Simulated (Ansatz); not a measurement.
Take NaCl in the rock salt structure (space group Fm-3m, No. 225; a = 5.601 Å) as the base. Axes: x, y, z lie along the cube axes.

Calculations: PBEsol in Ansatz (plane waves to 420 eV, PAW, no spin-orbit coupling).

Strains are applied to the cell and any free atomic positions relax; under biaxial strain the out-of-plane vector relaxes too.

One change was made to it. Results:

```csv
quantity,base,after
band gap,5.01 eV,5.04 eV
energy relative to the base (free energy F),0 meV/atom,+1.8 meV/atom
electron mass,0.39 mₑ (at Γ),0.39 mₑ (at Γ)
```

### Question
Which of these changes matches the shifts?
A. biaxial strain +0.83 %, plane normal [111], relaxed out of plane
B. biaxial strain +2.50 %, plane normal [111], relaxed out of plane
C. biaxial strain −1.67 %, plane normal [111], relaxed out of plane
D. biaxial strain −2.50 %, plane normal [111], relaxed out of plane

### Answer
C, biaxial strain −1.67 %, plane normal [111], relaxed out of plane. For comparison, the energy relative to the base in the other runs: biaxial strain +2.50 %, plane normal [111], relaxed out of plane gives +3.6 meV/atom; biaxial strain +0.83 %, plane normal [111], relaxed out of plane gives +0.4 meV/atom; biaxial strain −2.50 %, plane normal [111], relaxed out of plane gives +4.1 meV/atom.

Effective masses come from finite differences of ±0.01 Å⁻¹. No phonon test of stability was made.

Ansatz is a program for electronic structure.
